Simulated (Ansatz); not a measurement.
# Effect of biaxial strain −1.20 %, plane normal [001], relaxed out of plane on AlN

The parent structure is AlN in the wurtzite structure (space group P6_3mc, No. 186; a = 3.1302 Å, c = 5.0180 Å). Axes: x lies along a and z along c of the hexagonal cell.

It is then changed as follows: biaxial strain −1.20 %, plane normal [001], relaxed out of plane (Cartesian); in-plane vectors clamped, the third vector and the atoms free.

All numbers come from plane-wave PAW DFT at the PBE level (Ansatz, a first-principles code, 420 eV), spin-orbit coupling left out. Settings: 12×12×7 k-points, 0.05 eV Fermi–Dirac smearing.

The volume per atom decreases by 0.19 Å³ to 10.46 Å³ and the space group is still P6_3mc (No. 186). The pressure (mean of the normal stresses, compression positive) goes from zero to 3.75 GPa and the band gap increases by 0.24 eV to 4.27 eV. The gap character is still direct at Γ and the electron mass amounts to 0.28 mₑ out of plane, 0.31 mₑ in plane (at Γ). The hole mass comes out as 0.19 mₑ out of plane, 0.91 mₑ in plane (at Γ) and the valence-band top at Γ (three highest levels, from the VBM) becomes 0.00, -0.05, -0.05 eV (base: 0.00, -0.20, -0.20 eV). The out-of-plane strain is +0.65 % and the ratio −ε⊥/ε∥ comes out as 0.54.

Cost of the whole job for the changed cell (relaxation, final SCF and bands): very roughly 21 core-seconds.

Effective masses come from finite differences of ±0.01 Å⁻¹. Stability against distortions was not tested.
